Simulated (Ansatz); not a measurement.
Take BN in the zinc blende structure (space group F-43m, No. 216; a = 3.6247 Å) as the base.

All numbers come from PBE/PAW in Ansatz (a program for electronic structure), spin-orbit coupling left out.

Base values:

| Property | Result |
|---|---|
| Band gap | 4.46 eV |
| Gap character | indirect, Γ → X |

It is then changed as follows: the cell is scaled by 0.9900 in all directions, atoms relaxed at fixed cell.

**Question.** How does this affect the band gap and gap character?

**Answer.** The band gap grows by 0.03 eV to 4.49 eV; the gap character stays indirect, Γ → X.

The cells carry an imposed strain or load. Whether these cells are dynamically stable was not tested.
